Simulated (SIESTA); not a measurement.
SIESTA run on LaAu (Cmcm, 4 atoms in the cell): self-consistent single point.

Method of the run: SIESTA with GGA PBEsol, numerical atomic orbitals TZP, PseudoDojo PBEsol standard norm-conserving potentials (rewritten from UPF to PSML).

The change in words: lattice scaled by 0.98. Reference geometry:
```yaml
crystal:
  lattice:
    - [1.97258, -5.71152, 0.00000]
    - [1.97258, 5.71152, 0.00000]
    - [0.00000, 0.00000, 4.73583]
  atoms:
    - { symbol: La, position: [0.86498, 0.13502, 0.75000] }
    - { symbol: La, position: [0.13502, 0.86498, 0.25000] }
    - { symbol: Au, position: [0.58700, 0.41300, 0.75000] }
    - { symbol: Au, position: [0.41300, 0.58700, 0.25000] }
```

Reference input (self-consistent single point, DFT, GGA PBEsol, numerical atomic orbitals TZP, PseudoDojo PBEsol standard norm-conserving potentials (rewritten from UPF to PSML)): XC.functional = GGA; XC.authors = PBEsol; potentials = PseudoDojo PBEsol standard; PAO.BasisSize = TZP; PAO.EnergyShift = 0.005 Ry; MeshCutoff = 400 Ry; kgrid.MonkhorstPack = 6 6 5; OccupationFunction = FD; ElectronicTemperature = 100 meV; MaxSCFIterations = 150; SCF.Mixer.Method = Pulay; SCF.Mixer.Weight = 0.2. This run's input differs from it in these lines:

```diff
@@ -12,5 +12,5 @@
 %block LatticeVectors
-     3.727634069  -10.793216114    0.000000000
-     3.727634069   10.793216114    0.000000000
-     0.000000000    0.000000000    8.949412224
+     3.653080594  -10.577352699    0.000000000
+     3.653080594   10.577352699    0.000000000
+     0.000000000    0.000000000    8.770424925
 %endblock LatticeVectors
@@ -18,6 +18,6 @@
 %block AtomicCoordinatesAndAtomicSpecies
-     1.972579000   -4.169184059    3.551868750  1
-     1.972579000    4.169184059    1.183956250  1
-     1.972579000   -0.993805176    3.551868750  2
-     1.972579000    0.993805176    1.183956250  2
+     1.933127000   -4.085800728    3.480831750  1
+     1.933127000    4.085800728    1.160277250  1
+     1.933127000   -0.973929156    3.480831750  2
+     1.933127000    0.973929156    1.160277250  2
 %endblock AtomicCoordinatesAndAtomicSpecies
```

The program printed (abridged):

```
        iscf     Eharris(eV)        E_KS(eV)     FreeEng(eV)     dDmax    Ef(eV) dHmax(eV)
   scf:    1    -9770.169976    -9890.599914    -9890.693010  1.666975 -3.765722 28.465814
   scf:    2    -9942.060996    -9933.770877    -9933.847548  0.551065 -4.171420  1.642597
   scf:    3    -9934.458743    -9934.164925    -9934.244541  0.073218 -4.217360  1.096704
   scf:    4    -9934.378365    -9934.297046    -9934.380774  0.062824 -4.280303  0.491102
   scf:    5    -9934.327864    -9934.317698    -9934.404089  0.039847 -4.333252  0.122445
   scf:    6    -9934.318143    -9934.318301    -9934.404897  0.004076 -4.335113  0.015938
   scf:    7    -9934.318052    -9934.318197    -9934.404810  0.001734 -4.337255  0.047483
   scf:    8    -9934.318367    -9934.318367    -9934.404905  0.001698 -4.337680  0.019914
   scf:    9    -9934.318378    -9934.318378    -9934.404925  0.000499 -4.337946  0.003000
   scf:   10    -9934.318373    -9934.318376    -9934.404926  0.000077 -4.337935  0.000071
SCF Convergence by DM+H criterion
max |DM_out - DM_in|         :     0.0000766607
max |H_out - H_in|      (eV) :     0.0000705552
SCF cycle converged after 10 iterations

Using DM_out to compute the final energy and forces

siesta: E_KS(eV) =            -9934.3184

siesta: E_KS - E_eggbox =     -9934.3184

siesta: Atomic forces (eV/Ang):
     1   -0.000000    0.417358    0.000000
     2   -0.000000   -0.417358    0.000000
     3   -0.000000    0.159723   -0.000000
     4    0.000000   -0.159723   -0.000000
   Tot   -0.000000    0.000000   -0.000000
   Max    0.417358
   Res    0.182437    sqrt( Sum f_i^2 / 3N )
   Max    0.417358    constrained

Stress tensor Voigt[x,y,z,yz,xz,xy] (kbar):      -61.56      -62.89      -68.26       -0.00       -0.00       -0.00
(Free)E + p*V (eV/cell)    -9930.3782
   [... lines left out ...]
siesta: FreeEng =     -9934.404926
   [... lines left out ...]
siesta:    -0.038420   -0.000000   -0.000000
siesta:    -0.000000   -0.039251   -0.000000
siesta:    -0.000000   -0.000000   -0.042607

siesta: Cell volume =        100.436199 Ang**3

siesta: Pressure (static):
siesta:                Solid            Molecule  Units
siesta:           0.00043666          0.00057119  Ry/Bohr**3
siesta:           0.04009255          0.05244402  eV/Ang**3
siesta:          64.23534304         84.02457550  kBar
```

The run converged in 10 iterations. Against the reference run the free energy rises by 32.4 meV/atom, the pressure goes from 0.50 to 6.42 GPa and the largest force goes from 0.226 to 0.417 eV/Å.

The starting cell comes from a database of computed structures (which also holds hypothetical and non-ambient phases and stackings), without a prior relaxation at this level. Its lattice was rescaled by a random factor within 2.5 % of one. For this run, on top of that: lattice scaled by 0.98. Values carry the incompleteness of an atom-centred basis. With a pressure of about 6 GPa the cell is away from its equilibrium volume at this level.

Cost on one core of a shared machine: roughly 7 min.
